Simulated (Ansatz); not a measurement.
Data:

```
CELL_PARAMETERS angstrom
      3.18298     0.01353    -0.00541
     -1.57977     2.70732     0.01704
     -0.00881     0.02696     5.14655
ATOMIC_POSITIONS crystal
  Ga 0.66783 0.33517 0.00090
  Ga 0.33255 0.66655 0.50090
  N  0.66951 0.33567 0.62428
  N  0.33011 0.66261 0.12432
```

No spin polarisation.

All numbers come from r2SCAN (Ansatz, a first-principles code, PAW, no SOC), earlier PAW set. Γ-centred 12×12×7 mesh, Fermi–Dirac width 0.05 eV.

### Question
Predict the space group and band gap.

### Answer
The space group is P1 (No. 1) and the band gap is 2.44 eV.

The cells carry an imposed strain or load. Stability against distortions was not tested. The cell was made from GaN in the wurtzite structure (space group P6_3mc, No. 186) by this change: strain tensor (xx, yy, zz, yz, xz, xy) = (−0.01, −1.55, −0.72, +0.52, −0.17, +0.43) %.
